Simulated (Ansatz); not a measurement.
# Response to strain in ZrB2

Consider ZrB$_{2}$ (space group P6/mmm, No. 191; a = 3.155 Å, c = 3.506 Å; relaxed with 0.1 eV smearing).

Strains are applied to the cell and any free atomic positions relax.

Level of theory: PBEsol in Ansatz (plane waves to 420 eV, PAW, no spin-orbit coupling).

Notes on the quantities. energy relative to the base: free energy F; pressure: mean of the normal stresses, compression positive.

```csv
change,volume per atom,energy relative to the base,pressure
base,10.08 Å³,0 meV/atom,0.0 GPa
isotropic strain −3.00 %,9.20 Å³,+70 meV/atom,27.3 GPa
isotropic strain −2.00 %,9.48 Å³,+30 meV/atom,17.1 GPa
isotropic strain −1.00 %,9.78 Å³,+7.3 meV/atom,8.0 GPa
isotropic strain −0.50 %,9.93 Å³,+1.8 meV/atom,3.9 GPa
isotropic strain +0.50 %,10.23 Å³,+1.7 meV/atom,-3.6 GPa
isotropic strain +1.00 %,10.38 Å³,+6.9 meV/atom,-7.1 GPa
isotropic strain +2.00 %,10.69 Å³,+27 meV/atom,-13.3 GPa
isotropic strain +2.50 %,10.85 Å³,+41 meV/atom,-16.1 GPa
isotropic strain +3.00 %,11.01 Å³,+59 meV/atom,-18.7 GPa
```

No phonon test of stability was made. The final runs are not spin-polarised.

Ansatz is a first-principles code.
